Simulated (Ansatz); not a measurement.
Start from HgSe in the zinc blende structure (space group F-43m, No. 216; a = 6.063 Å). Axes: x, y, z lie along the cube axes.

All numbers come from DFT with LDA, PAW potentials and a 420 eV plane-wave cutoff in Ansatz (a first-principles code), spin-orbit coupling left out.

For the base:

The pressure comes out as 0.0 GPa.

It is then changed as follows: tensile biaxial strain of 2.00 % in the plane normal to [001], as in epitaxy on a mismatched substrate; the out-of-plane cell vector and the atoms relax.

### Question
How does this affect the energy relative to the base and pressure?

### Answer
The energy grows by 2.6 meV/atom; the pressure (mean of the normal stresses, compression positive) goes from zero to -0.5 GPa.

Stability against distortions was not tested. All final runs are without spin polarisation. Gaps under 0.05 eV, about the width of the smearing, are given as zero.
